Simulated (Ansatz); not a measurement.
SiC: response to strain

The reference is SiC (space group P6_3mc, No. 186; a = 3.0941 Å, c = 10.1293 Å).

Strains are applied to the cell and any free atomic positions relax.

All numbers come from PBE (Ansatz, an electronic-structure program, PAW, scalar-relativistic without spin-orbit coupling).

Notes on the quantities. pressure: mean of the normal stresses, compression positive.

```json
[
 {"variant": "base", "pressure": "0.00 GPa", "band gap": "2.22 eV", "smallest direct gap": "3.34 eV", "shortest interatomic distance": "1.893 Å"},
 {"variant": "isotropic strain +0.75 %", "pressure": "-4.57 GPa", "band gap": "2.22 eV", "smallest direct gap": "3.33 eV", "shortest interatomic distance": "1.907 Å"},
 {"variant": "isotropic strain +1.50 %", "pressure": "-8.72 GPa", "band gap": "2.21 eV", "smallest direct gap": "?", "shortest interatomic distance": "1.922 Å"},
 {"variant": "isotropic strain +2.25 %", "pressure": "?", "band gap": "2.20 eV", "smallest direct gap": "3.30 eV", "shortest interatomic distance": "1.936 Å"},
 {"variant": "isotropic strain +3.00 %", "pressure": "?", "band gap": "2.20 eV", "smallest direct gap": "3.28 eV", "shortest interatomic distance": "1.950 Å"}
]
```

What belongs in the blanks?


- isotropic strain +1.50 %, smallest direct gap: 3.32 eV
- isotropic strain +2.25 %, pressure: -12.46 GPa
- isotropic strain +3.00 %, pressure: -15.84 GPa

Stability against distortions was not tested.
